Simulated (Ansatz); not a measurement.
Structures of equal composition on the (111)A surface of zinc-blende CdTe (Cd plane on top): 2x2 Cd adatom at H3; 2x2 Cd adatom at T4. The slabs share one bottom face, and each structure is named by its start. These are constructed structures in small cells; real faces may alloy, dewet or reconstruct in larger ones, and not all known structures of the face are among them. Slabs of about 17 Å with all that they carry, Fermi-Dirac smearing of 0.025 eV. Bottom of the slabs: H caps. Relaxed from the named starts with such symmetry as they have, on meshes of like density; energies extrapolated to zero smearing; no spin-orbit coupling, no U. Spin-polarised runs, if any, are marked in brackets, and their order is one that fits the cell; the others ran without spin. Where a second, spin-polarised start was run, the lower counts.

Host crystal: zinc-blende CdTe, with a band gap (PBE, scalar-relativistic without spin-orbit coupling).

These are PBE (plane waves to 420 eV, PAW; Ansatz, an electronic-structure program) values and carry that method's errors.

Q: Put the candidates in order of energy per 1x1 cell, lowest first, for PBE.

A: 2x2 Cd adatom at T4 (0.000 eV (1 Cd–Te bonds broke), a narrow gap of 0.21 eV by band count), 2x2 Cd adatom at H3 (0.164 eV, no gap over 0.04 eV on the mesh)
